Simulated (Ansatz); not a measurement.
SiC in the wurtzite structure (space group P6_3mc, No. 186)

```cif
data_C2Si2
_chemical_formula_sum 'Si2 C2'
_space_group_name_H-M_alt 'P 1'
_space_group_IT_number 1
_cell_length_a 3.07594
_cell_length_b 3.07594
_cell_length_c 5.04765
_cell_angle_alpha 90.000
_cell_angle_beta 90.000
_cell_angle_gamma 120.000
loop_
_space_group_symop_operation_xyz
  'x, y, z'
loop_
_atom_site_label
_atom_site_type_symbol
_atom_site_fract_x
_atom_site_fract_y
_atom_site_fract_z
_atom_site_occupancy
Si1 Si 0.66667 0.33333 0.00051 1
Si2 Si 0.33333 0.66667 0.50051 1
C1 C 0.66667 0.33333 0.62469 1
C2 C 0.33333 0.66667 0.12469 1
```

Level of theory: PBEsol, PAW, 420 eV (Ansatz, a program for electronic structure; scalar-relativistic without spin-orbit coupling). k-mesh 12×12×7 (Γ-centred); smearing 0.05 eV (Fermi–Dirac).

| Quantity | Result |
|---|---|
| Volume per atom | 10.34 Å³ |
| Density | 3.22 g/cm³ |
| Band gap | 2.12 eV, indirect, Γ → K |
| Electron mass | 0.26 mₑ along c, 0.43 mₑ across |
| Total energy | -434.351 eV/atom (σ→0; compares only within this code and set-up) |

Masses are band curvatures over ±0.01 Å⁻¹ around the edge. Stability against distortions was not tested.
